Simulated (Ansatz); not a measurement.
The parent structure is Li in the bcc (W type) structure (space group Im-3m, No. 229; a = 3.434 Å; relaxed with 0.1 eV smearing). Axes: x, y, z lie along the cube axes.

The values are results of Ansatz (a first-principles code), PBEsol, PAW, cutoff 420 eV, no SOC, not measurements.

One thing is altered: biaxial strain −2.50 %, plane normal [111], relaxed out of plane (Cartesian); in-plane vectors clamped, the third vector and the atoms free.

Predict the new in-plane stress.

The mean in-plane stress (compression positive) amounts to +0.8 GPa.

Estimate the effect on the energy relative to the base.

The energy goes up by 2.6 meV/atom.

Estimate the effect on the ratio −ε⊥/ε∥.

The ratio −ε⊥/ε∥ is 0.54.

Whether these cells are dynamically stable was not tested.
